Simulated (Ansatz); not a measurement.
**MgO under a change: pressure 3 GPa**

The parent structure is MgO in the rock salt structure (space group Fm-3m, No. 225; a = 4.254 Å).

The change: a hydrostatic pressure of 3 GPa.

Calculations: PBE (Ansatz, a quantum-chemistry and plane-wave program, PAW, without spin-orbit coupling). k-mesh 13×13×13 (Γ-centred); smearing 0.05 eV (Fermi–Dirac).

- Volume per atom = 9.44 Å³ (base 9.62 Å³)
- Lattice parameter a = 4.226 Å (base 4.254 Å)
- Shortest interatomic distance = 2.113 Å (base 2.127 Å)
- Band gap = 4.64 eV (base 4.46 eV)
- Gap character = direct at Γ (base direct at Γ)
- Mean gap deformation potential ΔEg/Δln V = -9.5 eV
- Electron mass = 0.34 mₑ (at Γ) (base 0.34 mₑ (at Γ))
- Hole mass (degenerate bands, along [100]) = 0.39, 2.1, 2.1 mₑ (at Γ) (base 0.38, 2.2, 2.2 mₑ (at Γ))

Final structure:

```yaml
crystal:
  lattice:
    - [0.00000, 2.11324, 2.11324]
    - [2.11324, 0.00000, 2.11324]
    - [2.11324, 2.11324, 0.00000]
  atoms:
    - { symbol: O, position: [0.00000, 0.00000, 0.00000] }
    - { symbol: Mg, position: [0.50000, 0.50000, 0.50000] }
```

Load acts through the strain it causes; cell and atoms are relaxed under it. Effective masses come from finite differences of ±0.01 Å⁻¹. Whether these cells are dynamically stable was not tested.
